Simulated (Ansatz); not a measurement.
Worked example: relaxation of cell and atoms of ZnRh₃ (I4/mmm, 4 atoms in the cell) in Ansatz (a quantum-chemistry and plane-wave program).

Method: LDA (PW92), PAW files made with PBE (plane waves; Ansatz).

```xyz
4
Lattice="-1.8583 1.8583 3.7086 1.8583 -1.8583 3.7086 1.8583 1.8583 -3.7086" Properties=species:S:1:pos:R:3 pbc="T T T"
Zn     0.0000     0.0000     0.0000
Rh     0.0000     1.8583     1.8543
Rh     1.8583     0.0000     1.8543
Rh     0.0000     0.0000     3.7086
```

Reference input (self-consistent single point, DFT, LDA (PW92), plane waves, PAW files made with PBE): kpoints.mp_grid.grid = 11 11 11; hamiltonian.xc = lda; hamiltonian.pseudopotentials = {kind: paw} (the program's default PAW files); scf.occupations.method = gaussian; scf.occupations.width = 0.0037 Ry. This run's input differs from it in these lines:

```diff
@@ -22,2 +22,4 @@
     width: 0.0037 Ry
+relax:
+  cell: {}
 output:
```

Output, abridged:

```
   [... SCF lines of the steps left out ...]
relax step   1: F+E_penalty+E_count = -22082.97895821 eV  Δ(F+E_penalty+E_count) = +0.000e0 eV  max|allowed force component| = 5.638e-18 eV/Å  Δτ_max = 0.0000 Å  P = +5.583 GPa  Ω = 51.227 Å³  (9 SCF iters, dr2 threshold 1.00e-7 eV, accepted)
relax step   2: F+E_penalty+E_count = -22082.99319321 eV  Δ(F+E_penalty+E_count) = -1.423e-2 eV  max|allowed force component| = 1.301e-18 eV/Å  Δτ_max = 0.0000 Å  P = -2.050 GPa  Ω = 52.677 Å³  energy of the carried Pulay correction = -7.952e-4 eV  [...]
   [... lines left out ...]
relax step   4: F+E_penalty+E_count = -22082.99608896 eV  Δ(F+E_penalty+E_count) = -1.355e-5 eV  max|allowed force component| = 3.903e-18 eV/Å  Δτ_max = 0.0000 Å  P = +0.002 GPa  Ω = 52.263 Å³  energy of the carried Pulay correction = -5.704e-4 eV  [...]
relax step   5: F+E_penalty+E_count = -22082.99661079 eV  Δ(F+E_penalty+E_count) = -5.218e-4 eV  max|allowed force component| = 3.469e-18 eV/Å  Δτ_max = 0.0000 Å  P = +0.000 GPa  Ω = 52.263 Å³  stress off target by 4.22e-3 GPa  SCF on the basis [...]
basis re-selected at this cell: Δ(F+E_penalty+E_count) = -5.218e-4 eV, ΔP = -0.002 GPa vs the last step
the relaxation is at rest under the 16 symmetry operations that the run kept from its start: a minimum is not shown …
Free energy (F): -22082.996611 eV
Internal energy: -22082.992456 eV  (E = F + TS)
E sigma→0 (E₀):  -22082.994533 eV
Entropy (-TS):   -0.004155 eV (-1.039 meV/atom)
Fermi energy:    20.498957 eV
--- Forces (eV/Å), atoms counted from 1 ---
  atom   1  Zn    -0.00000000    -0.00000000     0.00000000
   [... zero for the other atoms too ...]
   [... lines left out ...]
  cell:  # Å, volume = 52.2627 Å³
   [... lines left out ...]
    - [1.8705889079735387, 1.8705889079735387, -3.7340087668098296]
  atoms:
    - { symbol: Zn, position: [-7.811166886442708e-35, -8.548745265716643e-35, -7.805932418731002e-36] }
    - { symbol: Rh, position: [0.75, 0.24999999999999997, 0.4999999999999999] }
    - { symbol: Rh, position: [0.24999999999999997, 0.75, 0.4999999999999999] }
    - { symbol: Rh, position: [0.5, 0.5, -1.3404153053766174e-35] }
```

The run converged.  The full log also holds: “iter 5 did not close the SCF: its close was put off for the readings that it lacked (scf_convergence_deferred on its scf_iter line)”. The full log also holds: “iter 4 did not close the SCF: its close was put off for the readings that it lacked (scf_convergence_deferred on its scf_iter line)”.

Summary of the result:
| Item | Value |
|---|---|
| Free energy E − TS (on the zero of these files) | -22082.9966 eV |
| Fermi level (on the code's own zero) | 20.50 eV |
| Pressure | 0.00 GPa |
| Final cell | a = b = c = 4.5761 Å, α = β = 131.74°, γ = 70.63° |
| Final volume per atom | 13.07 Å³ |
| Relaxation steps | 5 |

The starting cell comes from a database of computed structures (which also holds hypothetical and non-ambient phases and stackings), without a prior relaxation at this level. Its lattice was rescaled by a random factor within 2.5 % of one. Spin polarisation is off. The relaxation keeps the symmetry of its start, so its end need not be a minimum. Ansatz's pressure includes its estimate of the finite-basis (Pulay) stress.

Cost on one core of a shared machine: roughly 50 s.

Keys are those of Ansatz 0.2.
